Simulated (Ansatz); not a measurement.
Start from C (space group I4/mmm, No. 139; a = 4.356 Å, c = 2.499 Å; a model cell, its experimental status unchecked). Axes: x, y, z lie along a, b, c of the conventional cell.

Perturbation: the cell is compressed by 0.21 % along z with no lateral relaxation; the atoms relax in the strained cell.

Levels (all Ansatz, an electronic-structure program, PAW): PBEsol (420 eV, spin-orbit coupling left out); r2SCAN (500 eV, no SOC).

The geometry is relaxed with PBEsol.

| Quantity | Result |
|---|---|
| PBEsol band gap | 2.27 eV |
| PBEsol electron mass | 0.50 mₑ along k, 0.35 mₑ across (off the special points) |
| PBEsol width of the top valence band | 5.82 eV |

With r2SCAN at the same geometry, the band gap rises by 0.38 eV to 2.65 eV; the electron mass goes from 0.50 mₑ along k, 0.35 mₑ across (off the special points) to 0.50 mₑ along k, 0.34 mₑ across (off the special points); the width of the top valence band increases by 0.21 eV (5.82 eV → 6.03 eV).

Single points use the geometry relaxed with PBEsol. Masses are band curvatures over ±0.01 Å⁻¹ around the edge. Along k means along the line from Γ to the band edge. Stability against distortions was not tested. This is not the structure that C has at room temperature and ambient pressure.
